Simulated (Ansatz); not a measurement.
**A constructed model of the (100) surface of fcc Ag, a pseudomorphic layer of Os in the host's stacking (bottom of the slab: a bare face, its two planes held)**

Calculation: PBE (plane waves to 420 eV, PAW; Ansatz, a first-principles code).

Set-up: 7 atoms, 12.6 Å thick at the start; mesh 13x13x1; 0.1 eV smearing; dipole correction on; 2 atoms held, the rest relaxed; symmetry of the start imposed; no spin, no spin-orbit, no U. It is one candidate, not shown to be the stable structure of the face.

```yaml
work_function_of_the_top_face: 5.57 eV
energy_released_by_relaxation: 0.11 eV
cost: very roughly 2.9 core-minutes
```
